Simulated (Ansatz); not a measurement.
The reference is ZnSe in the zinc blende structure (space group F-43m, No. 216; a = 5.733 Å).

The values are results of PBE (Ansatz, a quantum-chemistry and plane-wave program), without spin-orbit coupling, not measurements.

For the base:

| Item | Value |
|---|---|
| Valley order | Γ 1.15 eV; L along ⟨111⟩ 2.49 eV; X along ⟨100⟩ 3.07 eV |

Perturbation: the cell is scaled by 0.9750 in all directions; the atoms relax in the strained cell.

### Question
Predict the new energy relative to the base.

### Answer
The energy increases by 26 meV/atom.

### Question
What does the calculation give for the valley order after the change?

### Answer
The valley order (the lowest conduction-band minima on the path, energy above the VBM, named in the base's zone) goes from Γ 1.15 eV; L along ⟨111⟩ 2.49 eV; X along ⟨100⟩ 3.07 eV to Γ 1.46 eV; L along ⟨111⟩ 2.62 eV; X along ⟨100⟩ 2.89 eV.

The levels and masses belong to the bands next to the band gap. Whether these cells are dynamically stable was not tested.
